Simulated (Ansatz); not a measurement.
The structure below was relaxed with plane-wave PAW DFT at the r2SCAN level (Ansatz, a program for electronic structure, 500 eV), no SOC, earlier PAW set, at pressure 10 GPa.

```xyz
3
Lattice="0.0000 2.6462 2.6462 2.6462 0.0000 2.6462 2.6462 2.6462 0.0000" Properties=species:S:1:pos:R:3 pbc="T T T"
Ni     0.0000     0.0000     0.0000
Si     1.3231     1.3231     1.3231
Si     3.9693     3.9693     3.9693
```

Find the space group and the Wyckoff positions.

Space group Fm-3m (No. 225); a = 5.292 Å, b = 5.292 Å, c = 5.292 Å, α = 90.00°, β = 90.00°, γ = 90.00°

| atom | site | symmetry | x | y | z |
|---|---|---|---|---|---|
| Ni | 4a | m-3m | 0.0000 | 0.0000 | 0.0000 |
| Si | 8c | -43m | 0.2500 | 0.2500 | 0.2500 |

Describe the coordination.

The crystal has 12 atoms in its conventional cell. Lattice parameters: a = 5.2924 Å, b = 5.2924 Å, c = 5.2924 Å, α = 90.00°, β = 90.00°, γ = 90.00°. Ni is surrounded by 8 Si at 2.292 Å (cubic). Si is coordinated by 4 Ni at 2.292 Å and 6 Si at 2.646 Å. (Neighbours: up to the widest gap in distance over summed covalent radii, below 1.35, at either atom; cation-cation and far metal-metal contacts left out.)

Load acts through the strain it causes; cell and atoms are relaxed under it. Stability against distortions was not tested. Competing high-pressure phases were not computed. The final runs are not spin-polarised. The cell was made from NiSi$_{2}$ (space group Fm-3m, No. 225; non-magnetic) by this change: pressure 10 GPa.
